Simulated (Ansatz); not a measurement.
The reference is MgO in the rock salt structure (space group Fm-3m, No. 225).

```
MgO
1.0
    0.00000     2.10707     2.10707
    2.10707     0.00000     2.10707
    2.10707     2.10707     0.00000
Mg O
1 1
Cartesian
  0.00000   0.00000   0.00000
  2.10707   2.10707   2.10707
```

All numbers come from DFT with PBEsol, PAW potentials and a 420 eV plane-wave cutoff in Ansatz (a first-principles code), no SOC.

One change was made to it. Results:

| quantity | base | after |
|---|---|---|
| electron mass | 0.34 mₑ (at Γ) | 0.35 mₑ (at Γ) |
| density | 3.58 g/cm³ | 3.64 g/cm³ |
| gap character | direct at Γ | direct at Γ |
| width of the top valence band | 1.79 eV | 1.82 eV |

Which of these changes matches the shifts?
A) pressure 3 GPa
B) pressure 0.7 GPa
C) pressure 7.5 GPa
D) pressure −1 GPa
E) pressure 0.3 GPa

A, pressure 3 GPa. For comparison, the electron mass in the other runs: pressure 0.7 GPa gives 0.34 mₑ (at Γ); pressure −1 GPa gives 0.34 mₑ (at Γ); pressure 0.3 GPa gives 0.34 mₑ (at Γ); pressure 7.5 GPa gives 0.36 mₑ (at Γ).

Load acts through the strain it causes; cell and atoms are relaxed under it. Effective masses come from finite differences of ±0.01 Å⁻¹. Stability against distortions was not tested. No other phases were tried under pressure. The base started in Pnma and relaxed to Fm-3m at this level.
